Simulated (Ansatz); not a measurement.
Worked example: self-consistent single point of CoSn (P6mm, 6 atoms in the cell) in Ansatz (a program for electronic structure).

Level of theory: LDA (PW92), default PAW files made with PBE (plane waves; Ansatz).

The change in words: lattice scaled by 0.98; basis.ecutrho_ratio: default → 10. Reference geometry:
```
CoSn
1.0
    5.21981     0.00000     0.00000
   -2.60990     4.52049     0.00000
    0.00000     0.00000     4.16665
Co Sn
3 3
Cartesian
 -1.30495   2.26024   0.00000
  2.60990   0.00000   0.00000
  1.30495   2.26024   0.00000
  2.60991   1.50683   2.08333
  0.00000   3.01366   2.08333
  0.00000   0.00000   0.05000
```

Reference input (self-consistent single point, DFT, LDA (PW92), plane waves, default PAW files made with PBE): basis.ecutwfc = 30.9 Ry; kpoints.mp_grid.grid = 5 5 6; hamiltonian.xc = lda; hamiltonian.pseudopotentials = {kind: paw} (the program's default PAW files); scf.occupations.method = gaussian; scf.occupations.width = 0.0073 Ry. This run's input differs from it in these lines:

Ansatz 0.2 input:
```diff
@@ -2,5 +2,5 @@
   lattice:
-    - [5.219810, 0.000000, 0.000000]
-    - [-2.609905, 4.520488, 0.000000]
-    - [0.000000, 0.000000, 4.166652]
+    - [5.115414, 0.000000, 0.000000]
+    - [-2.557707, 4.430078, 0.000000]
+    - [0.000000, 0.000000, 4.083319]
   atoms:
@@ -14,2 +14,3 @@
   ecutwfc: 30.9 Ry
+  ecutrho_ratio: 10
 kpoints:
```

The program printed (abridged):

```
SCF iter   1: F=—  HF=-32827.965767 eV  |F-HF|=—  |Δ(HF+E_count)|=         —  Δρ=1.09e-2  dr2=5.63e-2  ethr=1.77e-3  ⟨swp⟩=7.1  Hψ=4432  notcnv=0  defer=9
all-band conjugate gradients solve this SCF's bands
preconditioner: auto → Kerker (q_TF=auto, 2.731 Å⁻¹)
SCF iter   2: F=—  HF=-32827.949792 eV  |F-HF|=—  |Δ(HF+E_count)|=   1.60e-2  Δρ=4.91e-3  dr2=2.10e-2  ethr=6.05e-5  ⟨swp⟩=2.9  Hψ=2037  notcnv=0  defer=10
   [... lines left out ...]
SCF iter   5: F=—  HF=-32827.943423 eV  |F-HF|=—  |Δ(HF+E_count)|=   1.01e-4  Δρ=2.46e-4  dr2=3.82e-5  ethr=5.24e-7  ⟨swp⟩=2.0  Hψ=1357  notcnv=0  defer=10
SCF iter   6: F=—  HF=-32827.943417 eV  |F-HF|=—  |Δ(HF+E_count)|=   6.00e-6  Δρ=6.97e-5  dr2=3.98e-6  ethr=4.11e-8  ⟨swp⟩=2.0  Hψ=1703  notcnv=0  defer=10
SCF iter   7: F=—  HF=-32827.943417 eV  |F-HF|=—  |Δ(HF+E_count)|=   1.25e-7  Δρ=3.40e-5  dr2=4.62e-7  ethr=4.28e-9  ⟨swp⟩=1.7  Hψ=1115  notcnv=0  defer=10
SCF iter   8: F=-32827.943417 eV  HF=-32827.943417 eV  |F-HF|=4.20e-8  |Δ(HF+E_count)|=   9.58e-8  Δρ=7.10e-6  dr2=7.66e-8  ethr=1.08e-10  ⟨swp⟩=9.6  Hψ=5200  notcnv=0
SCF 1 converged in 8 iterations: F = -32827.943417 eV  dr2 = 7.66e-8
Free energy (F): -32827.943417 eV
Internal energy: -32827.918803 eV  (E = F + TS)
E sigma→0 (E₀):  -32827.931110 eV
Entropy (-TS):   -0.024614 eV (-4.102 meV/atom)
Fermi energy:    16.228161 eV
--- Forces (eV/Å), atoms counted from 1 ---
  atom   1  Co     0.00000000    -0.00000000     0.02432691
  atom   2  Co     0.00000000     0.00000000     0.02432691
  atom   3  Co     0.00000000     0.00000000     0.02432691
  atom   4  Sn    -0.00000000    -0.00000000     0.06508771
  atom   5  Sn     0.00000000     0.00000000     0.06508771
  atom   6  Sn     0.00000000     0.00000000    -0.20310929
--- Stress (GPa, compression-positive) ---
        5.533020       0.000000       0.000000
        0.000000       5.533020       0.000000
       -0.000000       0.000000       5.824158
  P = ⅓ Tr σ = 5.6301 GPa (56.301 kbar)
  The stress holds the Pulay correction. Without it, at fixed plane waves, as pw.x and ABINIT print it: P = 5.4696 GPa
```

The run converged in 8 iterations. Against the reference run the free energy goes up by 3.1 meV/atom, the pressure goes from -4.05 to 5.63 GPa and the largest force moves little (0.206 to 0.203 eV/Å).

The starting cell comes from a database of computed structures (which also holds hypothetical and non-ambient phases and stackings), without a prior relaxation at this level. Its lattice was rescaled by up to half a per cent. One atom was moved a little off its site on purpose. For this run, on top of that: lattice scaled by 0.98. Spin polarisation is off. Ansatz's pressure includes its estimate of the finite-basis (Pulay) stress.
